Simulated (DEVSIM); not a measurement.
Device: Au/SiO2/p-GaSb capacitor, at 250 K.

```tsv
layer (left to right)	material	thickness (nm)	Na (cm⁻³)
1	SiO2	1.00	-
2	GaSb	15000	1.6e15
```

Metal gate on the left, work function 5.1 eV. Fixed charge at the semiconductor interface 0 cm⁻² (in units of +e); interface traps 2.5e11 cm⁻² eV⁻¹, uniform in energy, neutral level at 0.5 of the gap above the valence band.

The device is made up for the run: typed textbook-type constants, with dimensions and the other settings drawn at random. Values at 300 K; Nc and Nv go as T^1.5, mobilities as T to minus their exponent, the gap by Varshni's rule with the affinity fixed.

```csv
parameter,SiO2,GaSb
gap (eV),9,0.726
affinity (eV),0.9,4.06
permittivity,3.9,15.7
Nc (cm⁻³),-,2.1e17
Nv (cm⁻³),-,1.8e19
Varshni α (eV/K),-,0.00042
Varshni β (K),-,140
```

DEVSIM, 1D Poisson equation in equilibrium, Boltzmann statistics, complete ionisation; no quantum confinement or tunnelling. Metal contacts follow the ideal Schottky-Mott rule: no Fermi-level pinning, no interface dipoles.

The substrate doping was swept, all else fixed.

```tsv
substrate doping (cm^-3)	minimum of the low-frequency capacitance (μF/cm²)	threshold voltage (band bending 2φF) (V)	flat-band voltage (V)
8e13	0.0459	0.88	0.55
1.6e14	0.0482	0.90	0.54
3.2e14	(withheld)	(withheld)	0.52
8e14	0.0562	0.93	0.50
1.6e15	0.0623	0.95	0.49
3.2e15	0.0702	0.97	0.47
```

### Question
Fill in the missing entries.

### Answer

- 3.2e14, minimum of the low-frequency capacitance (μF/cm²): 0.0509
- 3.2e14, threshold voltage (band bending 2φF) (V): 0.91
